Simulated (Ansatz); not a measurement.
**Point defect P vacancy (broken-bond start) in zinc-blende GaP**

Method: PBE, PAW (plane waves to 420 eV; Ansatz, a quantum-chemistry and plane-wave program). A supercell of 64 sites (2×2×2 repeats of a cell of 8 atoms) was used; the energies come from a 2×2×2 shifted sampling of its zone. Sites at the start: the P site; a neighbour pushed 0.95 Å away from the vacancy. Charged cells carry a point-charge image correction with potential alignment at far atoms. Dielectric constants: PBE linear response of the host. Host gap at this level: 1.57 eV. A cell of this size leaves errors of a few tenths of an eV. PBE underestimates the host's gap, which shifts levels and can delocalise carriers. Spin–orbit coupling is left out. Each state is the lowest found from its start.

Formation energies E_f are given with the Fermi level at the valence-band maximum. Chemical conditions: Ga-rich (Δμ(P) = -0.86 eV; only phases computed here count, gases as isolated molecules at 0 K); P-rich (Δμ(P) = 0.00 eV; only phases computed here count, gases as isolated molecules at 0 K). Reference phases: P: black phosphorus.

Charges with a result: +2, +1, 0. Others weren't obtained, and one of them could lie lower, also by skipping a charge.

```json
[
 {"charge": "+2†", "moment (μB)": "1.0", "largest move off a lattice site (Å)": "0.29", "image correction with alignment (eV)": "0.14", "E_f, Ga-rich (eV)": "–", "E_f, P-rich (eV)": "–"},
 {"charge": "+1", "moment (μB)": "not spin-polarised", "largest move off a lattice site (Å)": "0.29", "image correction with alignment (eV)": "-0.05", "E_f, Ga-rich (eV)": "1.84", "E_f, P-rich (eV)": "2.71"},
 {"charge": "0†", "moment (μB)": "quenched", "largest move off a lattice site (Å)": "0.33", "image correction with alignment (eV)": "0.01", "E_f, Ga-rich (eV)": "2.61", "E_f, P-rich (eV)": "3.47"}
]
```

† Not settled in this cell, so no level is given: charge +2: level within 0.1 eV of a band edge or past it; charge 0: a level filled in part, carriers not clearly localised.

Starting moments that weren't kept: charge 0 began with 1 μB and ended with 0.0.

No other site or start that was run ended lower by more than 0.1 eV.

Flagged in the runs: a strain field that reaches the edge of the cell.
